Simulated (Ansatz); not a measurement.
Base system: ZnS in the zinc blende structure (space group F-43m, No. 216; a = 5.390 Å). Axes: x, y, z lie along the cube axes.

All numbers come from plane-wave PAW DFT at the r2SCAN level (Ansatz, a program for electronic structure, 500 eV), no spin-orbit coupling, earlier PAW set.

Base values:

The band gap comes out as 2.70 eV. The valence-band top at Γ is 0.00, 0.00, 0.00 eV.

One thing is altered: a free-standing slab of 5 layers (10 atoms, 2 a layer) is cut normal to [110], with 15 Å of vacuum and the in-plane cell held at bulk.

**Question.** How does this affect the band gap, excess energy per area of both faces, valence-band top at Γ, change of the spacing d23 from its bulk value of 1.906 Å and gap character?

**Answer.** The band gap goes up by 0.24 eV to 2.94 eV; the excess energy per area of both faces (slab less bulk energy over the cell's area: twice a surface energy) comes out as 1.10 J/m²; the valence-band top at Γ (three highest levels, from the VBM) changes from 0.00, 0.00, 0.00 eV to 0.00, -0.19, -0.23 eV; the change of the spacing d23 from its bulk value of 1.906 Å is +1.8 %; the gap character amounts to direct at Γ.

Slab and bulk use different k-meshes, which limits the precision of the excess energy. Whether these cells are dynamically stable was not tested. Labels are those of the standard path for the cell's own space group.
